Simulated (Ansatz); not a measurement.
The parent structure is AlNi$_{3}$ in the Cu3Au type structure (space group Pm-3m, No. 221; a = 3.519 Å; weakly magnetic (sensitive to the mesh)).

Method: PBEsol (Ansatz, a quantum-chemistry and plane-wave program), without spin-orbit coupling.

Before the change:

Lattice parameter a: 3.519 Å

Perturbation: full substitution Ni → Be; the structure is relaxed again.

Question: Estimate the effect on the lattice parameter a.

Answer: The lattice parameter a decreases by 0.052 Å, from 3.519 Å to 3.467 Å.

Other magnetic orders, which the real material may have, were not ruled out. Whether these cells are dynamically stable was not tested. As relaxed here, Be3Al is a hypothetical phase, not in the database extracts checked.
